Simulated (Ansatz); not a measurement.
A zone-centre phonon calculation of TiRu (Pm-3m, 2 atoms in the cell) with Ansatz (a first-principles code).

Method: LDA (PW92), default PAW files made with PBE (plane waves; Ansatz).

```xyz
2
Lattice="3.0700 0.0000 0.0000 0.0000 3.0700 0.0000 0.0000 0.0000 3.0700" Properties=species:S:1:pos:R:3 pbc="T T T"
Ti     1.5350     1.5350     1.5350
Ru     0.0000     0.0000     0.0000
```

Reference input (self-consistent single point, DFT, PBEsol, plane waves, default PAW files made with PBE): basis.ecutwfc = 420 eV; kpoints.mp_grid.grid = 14 14 14; hamiltonian.xc = pbesol; hamiltonian.pseudopotentials = {kind: paw} (the program's default PAW files); scf.occupations.method = fermi_dirac; scf.occupations.width = 0.05 eV. This run's input differs from it in these lines:

Ansatz 0.2 input:
```diff
@@ -14,3 +14,3 @@
 hamiltonian:
-  xc: pbesol
+  xc: lda
   pseudopotentials: { kind: paw }
@@ -18,6 +18,4 @@
   occupations: { method: fermi_dirac, width: 0.05 }
-output:
-  forces: true
-  eigenvalues: true
-  stress: true
+phonons:
+  method: dfpt
```

The program printed (abridged):

```
SCF iter   1: F=—  HF=-8210.092646 eV  |F-HF|=—  |Δ(HF+E_count)|=         —  Δρ=1.16e-2  dr2=5.99e-2  ethr=1.77e-3  ⟨swp⟩=4.8  Hψ=21016  notcnv=0
all-band conjugate gradients solve this SCF's bands
preconditioner: auto → none
SCF iter   2: F=—  HF=-8210.089679 eV  |F-HF|=—  |Δ(HF+E_count)|=   2.97e-3  Δρ=8.07e-3  dr2=3.29e-2  ethr=2.14e-4  ⟨swp⟩=2.0  Hψ=8593  notcnv=0
   [... lines left out ...]
SCF iter   7: F=—  HF=-8210.086464 eV  |F-HF|=—  |Δ(HF+E_count)|=  1.95e-10  Δρ=5.81e-7  dr2=1.23e-10  ethr=7.77e-12  ⟨swp⟩=2.4  Hψ=7492  notcnv=0
SCF iter   8: F=-8210.086464 eV  HF=-8210.086464 eV  |F-HF|=0.00e0  |Δ(HF+E_count)|=  1.27e-11  Δρ=6.01e-8  dr2=1.22e-12  ethr=1.00e-12  ⟨swp⟩=4.9  Hψ=19620  notcnv=0
the search or the solves at the SCF's close seem to have found levels that the self-consistency loop had missed (the run counts 6) …
SCF 1 converged in 8 iterations: F = -8210.086464 eV  dr2 = 1.22e-12
DFPT response loops at Γ: preconditioner auto → Kerker (q_TF=auto, 2.713 Å⁻¹) (partly filled bands, converged f_vac=0.000) …
Free energy (F): -8210.086464 eV
Internal energy: -8210.082554 eV  (E = F + TS)
E sigma→0 (E₀):  -8210.084509 eV
Entropy (-TS):   -0.003910 eV (-1.955 meV/atom)
Fermi energy:    18.923913 eV
--- Phonons (Γ-DFPT): 2 representative perturbations + reference, on 288 of 2744 k-points (Σ response iterations 6) ---
  k mesh reduced under 8 symmetry operations, with k and −k counted as one. Each operation leaves every solved perturbation unchanged …
  ASR residual: 2.825e-4 → 0.000e0 eV/Å²; symmetrization residual: 1.124e-5 eV/Å²
  ASR residual per site (eV/Å²): 1.60e-4 2.83e-4
  Γ frequencies (cm⁻¹): 0.00 0.00 0.00 204.70 204.70 204.70
  non-analytic LO–TO correction: not included (Born effective charges unavailable; polar crystals: no LO–TO splitting at Γ)
```

The run converged in 8 iterations. 

Summary of the result:
- Free energy E − TS (on the zero of these files): -8210.0865 eV
- Fermi level (on the code's own zero): 18.92 eV
- Zone-centre frequencies (cm⁻¹; negative means imaginary): 0, 0, 0, 205, 205, 205

The starting cell comes from a database of published, mostly measured structures (it also holds non-ambient and calculated ones), without a prior relaxation at this level. Spin polarisation is off.

Cost on one core of a shared machine: roughly 60 s.
